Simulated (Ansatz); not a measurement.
## Response to strain in BaTe

The reference is BaTe in the rock salt structure (space group Fm-3m, No. 225).

```
BaTe
1.0
    0.00000     3.47069     3.47069
    3.47069     0.00000     3.47069
    3.47069     3.47069     0.00000
Ba Te
1 1
Cartesian
  0.00000   0.00000   0.00000
  3.47069   3.47069   3.47069
```

Cartesian axes are those of the cell as printed.

Strains are applied to the cell and any free atomic positions relax; under biaxial strain the out-of-plane vector relaxes too.

All numbers come from Ansatz (a first-principles code), PBEsol, PAW, cutoff 420 eV, no spin-orbit coupling.

Candidates:
(a) biaxial strain +3.00 %, plane normal [001], relaxed out of plane
(b) biaxial strain +1.00 %, plane normal [001], relaxed out of plane
(c) biaxial strain +1.50 %, plane normal [001], relaxed out of plane

Notes on the quantities. in-plane stress: mean in-plane stress (compression positive).

Question: Order them by in-plane stress, highest first.

Answer: (b) biaxial strain +1.00 %, plane normal [001], relaxed out of plane (-0.8 GPa), (c) biaxial strain +1.50 %, plane normal [001], relaxed out of plane (-1.2 GPa), (a) biaxial strain +3.00 %, plane normal [001], relaxed out of plane (-2.1 GPa)

Whether these cells are dynamically stable was not tested.
